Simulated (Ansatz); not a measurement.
Si_Al+V_N in wurtzite AlN (the name describes the start): one set of geometries, relaxed with PBE, evaluated in Ansatz (PAW, plane waves to 420 eV, 500 eV under r2SCAN) with PBE, r2SCAN.

Set-up: 96-site cell; 2×2×2 shifted k-points; start: the Al site; N 1.91 Å away, along c; charged states image-corrected; energies good to tenths of an eV; relaxed from one start, so a lower configuration may exist; flagged in the runs: a host whose relaxation on this sampling wasn't shown to rest.

| quantity | PBE | r2SCAN |
|---|---|---|
| host gap (eV) | 4.03 | ? |
| ε(+2/+1) above the VBM (eV) | 2.23 | ? |
| largest moment on one atom at charge +1 (μB) | 0.08 | ? |
| largest moment on one atom at charge −1 (μB) | 0.04 | ? |

**Question.** Given the lower rungs, what does r2SCAN give?

**Answer.** 
- host gap (eV), r2SCAN: 4.67
- ε(+2/+1) above the VBM (eV), r2SCAN: 2.50
- largest moment on one atom at charge +1 (μB), r2SCAN: 0.09
- largest moment on one atom at charge −1 (μB), r2SCAN: 0.05

Ansatz is a program for electronic structure.
